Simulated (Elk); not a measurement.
**Elk run on HfCuSi2 (P4/nmm, 8 atoms in the cell): self-consistent single point**

Method of the run: PBEsol, all-electron FP-LAPW, Elk's shipped species files, APW+lo basis with extra local orbitals (Elk).

Input as run:

```
tasks
  0

xctype
  22

rgkmax
  7.5

gmaxvr
  14.0

nxlo
  2

lorbcnd
  .true.

rmtscf
  0.92

lmaxi
  2

stype
  3

swidth
  0.00499791

avec
    6.9190054382    0.0000000000    0.0000000000
    0.0000000000    6.9190054382    0.0000000000
    0.0000000000    0.0000000000   16.9386168099

sppath
  'species/'

atoms
  3   : nspecies
  'Hf.in'   : spfname
  2   : natoms; atposl, bfcmt below
  0.0000000000  0.5000000000  0.2658500000    0.0 0.0 0.0
  0.5000000000  0.0000000000  0.7341500000    0.0 0.0 0.0
  'Si.in'   : spfname
  4   : natoms; atposl, bfcmt below
  0.5000000000  0.5000000000  0.5000000000    0.0 0.0 0.0
  0.0000000000  0.0000000000  0.5000000000    0.0 0.0 0.0
  0.5000000000  0.0000000000  0.1701800000    0.0 0.0 0.0
  0.0000000000  0.5000000000  0.8298200000    0.0 0.0 0.0
  'Cu.in'   : spfname
  2   : natoms; atposl, bfcmt below
  0.0000000000  0.0000000000  0.0000000000    0.0 0.0 0.0
  0.5000000000  0.5000000000  0.0000000000    0.0 0.0 0.0

ngridk
  8 8 3
```

Output (repeated stretches shortened):

```
│ Elk code version 10.2.4 │

All units are atomic (Hartree, Bohr, etc.)

│ Ground-state run starting from atomic densities │

Lattice vectors :
   6.919005438       0.000000000       0.000000000
   0.000000000       6.919005438       0.000000000
   0.000000000       0.000000000       16.93861681

Unit cell volume      :    810.8962412
Brillouin zone volume :   0.3058963661

Muffin-tin inner radius fraction :   0.1000000000E-01

Nuclei treated as point charges

Species :    1 (Hf)
 parameters loaded from : Hf.in
 name : hafnium
 nuclear charge    :   -72.00000000
 electronic charge :    72.00000000
 atomic mass :    325367.3656
 muffin-tin radius :    2.576000000
 number of radial points in muffin-tin :    697
 atomic positions (lattice), magnetic fields (Cartesian) :
   1 :   0.25000000  0.25000000  0.26585000    0.00000000  0.00000000  0.00000000
   2 :  -0.25000000 -0.25000000 -0.26585000    0.00000000  0.00000000  0.00000000

Species :    2 (Si)
 parameters loaded from : Si.in
 name : silicon
 nuclear charge    :   -14.00000000
 electronic charge :    14.00000000
 atomic mass :    51196.73454
 muffin-tin radius :    2.024000000
 number of radial points in muffin-tin :    397
 atomic positions (lattice), magnetic fields (Cartesian) :
   1 :  -0.25000000  0.25000000  0.50000000    0.00000000  0.00000000  0.00000000
   2 :   0.25000000 -0.25000000  0.50000000    0.00000000  0.00000000  0.00000000
   3 :  -0.25000000 -0.25000000  0.17018000    0.00000000  0.00000000  0.00000000
   4 :   0.25000000  0.25000000 -0.17018000    0.00000000  0.00000000  0.00000000

Species :    3 (Cu)
 parameters loaded from : Cu.in
 name : copper
 nuclear charge    :   -29.00000000
 electronic charge :    29.00000000
 atomic mass :    115837.2717
 muffin-tin radius :    2.208000000
 number of radial points in muffin-tin :    497
 atomic positions (lattice), magnetic fields (Cartesian) :
   [... lines left out ...]
Maximum |G| for potential and density :    14.00000000
 potential will be trimmed for |G| > 2 gkmax
Constant for pseudocharge density :    9
Radial integration step length :    4

G-vector grid sizes :     32    32    80
Number of G-vectors :    37599

Maximum angular momentum used for
 APW functions                      :    8
 outer part of muffin-tin           :    6
 inner part of muffin-tin           :    2

Total nuclear charge    :   -258.0000000
Total core charge       :    156.0000000
Total valence charge    :    102.0000000
Total excess charge     :    0.000000000
Total electronic charge :    258.0000000

Effective Wigner radius, rₛ :   0.9086967833

Number of empty states         :   32
Total number of valence states :   83
Total number of core states    :  156

Conduction state local-orbitals added automatically
Total number of local-orbitals :  616

Exchange-correlation functional :     22     0     0
 PBEsol, Phys. Rev. Lett. 100, 136406 (2008)
 gradient requirement :    1
 generalised gradient approximation (GGA)

Smearing type :    3
 Fermi-Dirac
Smearing width :   0.4997910000E-02
Effective electronic temperature (K) :    1578.215154

Mixing type :    3
 Broyden mixing, J. Phys. A: Math. Gen. 17, L317 (1984)

Kohn-Sham potential initialised from atomic data
│ Self-consistent loop started │
│ Loop number : 1 │
 total energy                :     -34566.9470713
│ Loop number : 2 │
 total energy                :     -34581.2899106
RMS change in Kohn-Sham potential (target) :   0.8634913229     (  0.1000000000E-05)
Absolute change in total energy (target)   :    14.34283926     (  0.1000000000E-03)
│ Loop number : 3 │
 total energy                :     -34583.3315224
RMS change in Kohn-Sham potential (target) :   0.9038528531     (  0.1000000000E-05)
Absolute change in total energy (target)   :    5.627321613     (  0.1000000000E-03)
│ Loop number : 4 │
 total energy                :     -34595.3035218
RMS change in Kohn-Sham potential (target) :   0.7197229439     (  0.1000000000E-05)
Absolute change in total energy (target)   :    13.37882980     (  0.1000000000E-03)
│ Loop number : 5 │
 total energy                :     -34601.4632384
RMS change in Kohn-Sham potential (target) :   0.5743800473     (  0.1000000000E-05)
Absolute change in total energy (target)   :    9.504424085     (  0.1000000000E-03)
   [... lines left out ...]
Absolute change in total energy (target)   :   0.2203769327E-02 (  0.1000000000E-03)
│ Loop number : 16 │
 total energy                :     -34652.4407044
RMS change in Kohn-Sham potential (target) :   0.1188967206E-04 (  0.1000000000E-05)
Absolute change in total energy (target)   :   0.2846508061E-02 (  0.1000000000E-03)
│ Loop number : 17 │
 total energy                :     -34652.4416457
RMS change in Kohn-Sham potential (target) :   0.2744954331E-05 (  0.1000000000E-05)
Absolute change in total energy (target)   :   0.2296150560E-03 (  0.1000000000E-03)
│ Loop number : 18 │
 total energy                :     -34652.4415923
RMS change in Kohn-Sham potential (target) :   0.1215793274E-05 (  0.1000000000E-05)
Absolute change in total energy (target)   :   0.3989749530E-05 (  0.1000000000E-03)
│ Loop number : 19 │
 total energy                :     -34652.4415486
RMS change in Kohn-Sham potential (target) :   0.4740569967E-06 (  0.1000000000E-05)
Absolute change in total energy (target)   :   0.4266208271E-04 (  0.1000000000E-03)
Convergence targets achieved

│ Loop number : 20 │

Energies :
 Fermi                       :     0.353983578035
 sum of eigenvalues          :     -20967.9551025
 electron kinetic            :      38288.8101851
 core electron kinetic       :      36818.2528458
 Coulomb                     :     -72116.2183078
 Coulomb potential           :     -58172.4100640
 nuclear-nuclear             :     -2684.76591926
 electron-nuclear            :     -80690.4947131
 Hartree                     :      11259.0423245
 Madelung                    :     -43030.0132758
 xc potential                :     -1084.35522366
 exchange                    :     -809.638037979
 correlation                 :     -15.3893583008
 electron entropic           :    -0.604298045472E-02
 total energy                :     -34652.4415619

Density of states at Fermi energy :    74.47056057
 (states/Hartree/unit cell)

Estimated indirect band gap :   0.1521806613E-02
 from k-point     24 to k-point      2
Estimated direct band gap   :   0.4778921093E-02
 at k-point      6

Charges :
 core                        :    156.0000000
 valence                     :    102.0000000
 interstitial                :    14.83715516
 muffin-tins (core leakage)
  species :    1 (Hf)
   atom    1                 :    69.97691135     (  0.1878201338E-05)
   atom    2                 :    69.97691135     (  0.1878201338E-05)
  species :    2 (Si)
   atom    1                 :    11.77210833     (  0.3278408621E-02)
   atom    2                 :    11.77210833     (  0.3278408621E-02)
   atom    3                 :    11.85805941     (  0.3338110519E-02)
   atom    4                 :    11.85805941     (  0.3338110519E-02)
  species :    3 (Cu)
   atom    1                 :    27.97434333     (  0.4710956056E-03)
   atom    2                 :    27.97434333     (  0.4710956056E-03)
 total in muffin-tins        :    243.1628448
 total calculated charge     :    257.9634748
 total charge                :    258.0000000
 error                       :   0.3652524748E-01

│ Self-consistent loop stopped │
```

The run converged in 20 iterations. The count includes the last loop, which Elk runs after its targets are met.

The starting cell comes from a database of computed structures (which also holds hypothetical and non-ambient phases and stackings), without a prior relaxation at this level. Spin-orbit coupling is off. Spin polarisation is off. Values depend on the basis (sphere radii, cutoffs, local orbitals), which need not be converged. The log's line on a gap gives a spacing of levels on this mesh, which the program prints for metals too.

Cost on one core of a shared machine: roughly 4 min.
